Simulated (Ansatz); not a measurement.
Amorphous Si40P4O90, 134 atoms at 2.09 g/cm³, one PBE-relaxed geometry, zone centre. Methods: PBE, scalar-relativistic without spin-orbit coupling (Ansatz, a program for electronic structure); r2SCAN, scalar-relativistic without spin-orbit coupling (Ansatz). Plane waves to 420 eV (r2SCAN 500 eV). At PBE the levels at the filled edge of the gap are localised (band-tail or defect states), and the nearest spread-out levels lie 5.2 eV apart at the zone centre. The higher rungs were started with moments on some atoms, which died out.

It comes from a melt-quench run on a machine-learned potential (CHGNet), relaxed afterwards by DFT. O atoms were pushed apart under 1.9 Å during the dynamics, to hinder bonds among them. The hot cell started wider than the set density and was brought back towards it in steps. It is the lowest in DFT energy of 4 quenches. It is a model cell: composition and starting density were chosen by hand, and all elements were melted together. No dispersion term was used. Its density started from a set value of 2.17 and ended at 2.09 g/cm³. The quench (nominally 280 K/ps over its main leg) was far faster than any real one, so the model tends to hold more defects than a real film. Values belong to this one cell and scatter from quench to quench. Volume and shape were free in the relaxation.

The relaxation ran on the zone centre alone. At PBE the level gap is 3.61 eV on a 2×2×2 Γ-centred mesh, and the spacing at the zone centre alone 3.61 eV.

Task: What zone-centre spacing does r2SCAN give, roughly?

Result: 4.31 eV (+0.70 eV against PBE).

The highest filled and the lowest empty state spread over these numbers of atoms (participation numbers): PBE: 2.4 and 51.8; r2SCAN: 2.3 and 59.2.
